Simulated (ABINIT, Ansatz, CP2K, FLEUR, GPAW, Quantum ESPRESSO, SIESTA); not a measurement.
# One structure in several programs: F2 (C2/c, 4 atoms in the cell)

Self-consistent single point.

```
CELL_PARAMETERS angstrom
      2.55632    -1.58403     0.00000
      2.55632     1.58403     0.00000
     -0.56211     0.00000     6.59771
ATOMIC_POSITIONS crystal
  F  0.59583 0.91533 0.59796
  F  0.40417 0.08467 0.40204
  F  0.08467 0.40417 0.90204
  F  0.91533 0.59583 0.09796
```

All programs got the same cell, k-point mesh and kind of occupations (some realise fixed ones as a very narrow smearing) (in Ansatz's words: kpoints.mp_grid.grid = 10 10 4; scf.occupations.method = fixed); potentials, basis and cutoffs are each program's usual ones.

| code | model | pressure (GPa) | largest force (eV/Å) | gap on the mesh (eV) | k-points | cutoff |
|---|---|---|---|---|---|---|
| SIESTA | GGA PBEsol, numerical atomic orbitals DZP, PseudoDojo PBEsol standard norm-conserving potentials (rewritten from UPF to PSML) | -2.20 | 0.310 | 2.439 | 227 | grid 350 Ry |
| GPAW | PBEsol, GPAW PAW datasets PBEsol (made by gpaw-setup) | – | 0.278 | 2.677 | 117 | 900 eV |
| FLEUR | PBEsol, all-electron FLAPW (FLEUR), scalar-relativistic valence | – | 0.209 | 2.669 | 117 | Kmax 4.8 1/bohr |
| CP2K | PBEsol, GPW, DZVP-MOLOPT-SR-GTH basis, GTH-PBE potentials (GTH_POTENTIALS) | 1.46 | 0.145 | 2.648 | 204 | grid 550 Ry |
| Quantum ESPRESSO | PBEsol, GBRV 1.5 ultrasoft (PBESOL) pseudopotentials | 0.18 | 0.129 | 2.620 | 117 | 40 Ry |
| Ansatz | PBEsol, default PAW files made with PBE | -0.83 | 0.341 | 2.656 | 117 | default |
| ABINIT | PBEsol, norm-conserving pseudopotentials (PseudoDojo nc-sr-04 PBEsol standard) | 0.30 | 0.287 | 2.465 | 117 | 42 Ha |

A dash marks a value that a program does not give, or that is left out as unsure.

Gaps are read on the mesh.

The spread over the programs that give each value: pressure within 3.66 GPa; largest force within 0.212 eV/Å; gap on the mesh within 0.238 eV.

The starting cell comes from a database of computed structures (which also holds hypothetical and non-ambient phases and stackings), without a prior relaxation at this level.

Q: Why do the programs differ, and what cannot be compared?

A: Differences of this kind can come from the potentials, where these differ, and from what each basis and cutoff leave unconverged. The zero of total energies and Fermi levels follows the potentials and each program's conventions, so they are not compared here. SIESTA and CP2K use small atom-centred bases, whose incompleteness enters pressures, forces and empty levels differently from a plane-wave cutoff. FLEUR treats all electrons, but the usual bases taken here (sphere radii, linearisation, local orbitals, empty states) were not tested for convergence, so the values are no reference for the others. Ansatz's pressure is given at a fixed set of plane waves, as the other plane-wave codes print theirs; with its correction for the finite basis it is 0.34 GPa (the shift of 1.18 GPa shows how far the cutoff is from converged). The pressure of GPAW is left out: its cutoff lies under the one at which its stress was checked. The programs reduce the same mesh by symmetry to different extents, which changes the work and not the result. In the pressure, SIESTA (by 2.38), CP2K (by 1.27) and Ansatz (by 1.02) lie more than 1 GPa from the median of the plane-wave programs. In the gap, SIESTA (by 0.199) and ABINIT (by 0.173) lie more than 0.12 eV from the median of the plane-wave programs. In the force vectors, SIESTA (by 0.593), CP2K (by 0.395) and Quantum ESPRESSO (by 0.153) lie more than 0.08 eV/Å from the median of the plane-wave programs.

Ansatz is a quantum-chemistry and plane-wave program.

Keys are those of Ansatz 0.2.
